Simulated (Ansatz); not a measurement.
Start from Eu in the bcc (W type) structure (space group Im-3m, No. 229; a = 4.447 Å; ferromagnetic). Axes: x, y, z lie along the cube axes.

The values are results of r2SCAN (Ansatz, a first-principles code), no SOC, not measurements.

Free-standing slabs (1 atom(s) a layer) normal to [110] with 15 Å of vacuum; in-plane cell held at bulk.

One change was made to it. Results:

The shortest interatomic distance falls by 0.264 Å, from 3.851 Å to 3.587 Å; the largest site moment stays essentially unchanged (7.32 μB against 7.29 μB); the magnetic state remains ferromagnetic.

Task: Which change produced these results?
A. 2 layers
B. 1 layer
C. 6 layers
D. 3 layers

Result: A, 2 layers. For comparison, the shortest interatomic distance in the other runs: 6 layers gives 3.774 Å; 3 layers gives 3.803 Å; 1 layer gives 3.851 Å.

Other magnetic orders, which the real material may have, were not ruled out. The state of the 4f shell was not checked for lower solutions. Stability against distortions was not tested.
